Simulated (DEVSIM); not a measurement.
System: abrupt Si n-p junction, at 400 K.

Layer 1 from the left is Si, thickness (μm) 21.0, Nd (cm⁻³) 5.6e18, τn (s) 0.00064, τp (s) 0.00064. Layer 2 from the left is Si, thickness (μm) 2.40, Na (cm⁻³) 1.4e17, τn (s) 0.00064, τp (s) 0.00064.

Left contact: ohmic. Right contact: ohmic. Voltage is applied to the left contact. Recombination: SRH at mid-gap, radiative. Mobility is constant in doping.

The device is made up for the run: typed textbook-type constants, with dimensions and the other settings drawn at random. Values at 300 K; Nc and Nv go as T^1.5, mobilities as T to minus their exponent, the gap by Varshni's rule with the affinity fixed.

Si: gap (eV) 1.124, affinity (eV) 4.05, permittivity 11.7, Nc (cm⁻³) 2.86e19, Nv (cm⁻³) 3.1e19, μn (cm²/Vs) 1417, μp (cm²/Vs) 470, T exponent of μn 2.3, T exponent of μp 2.2, B (cm³/s) 4.7e-15, Varshni α (eV/K) 0.000473, Varshni β (K) 636.

Problem. Estimate by hand the built-in potential, the peak field at zero bias, and compare with a numerical solution.

Solution. 
- Built-in potential: ni = √(Nc Nv) exp(−Eg/2kT) = 5.68e12 cm⁻³ with Eg = 1.096 eV; Vbi = kT/q ln(Na Nd/ni²) = 0.824 V; numerical 0.824 V.
- Peak field at zero bias: depletion approximation: W = √(2εVbi/(qN)) = 0.0883 μm with N = 1.37e17 cm⁻³; field = 2Vbi/W = 187000 V/cm; numerical 213000 V/cm (estimate below by 12 %).

DEVSIM, 1D drift-diffusion, Boltzmann statistics, complete ionisation; no tunnelling, impact ionisation, image-force lowering or self-heating.
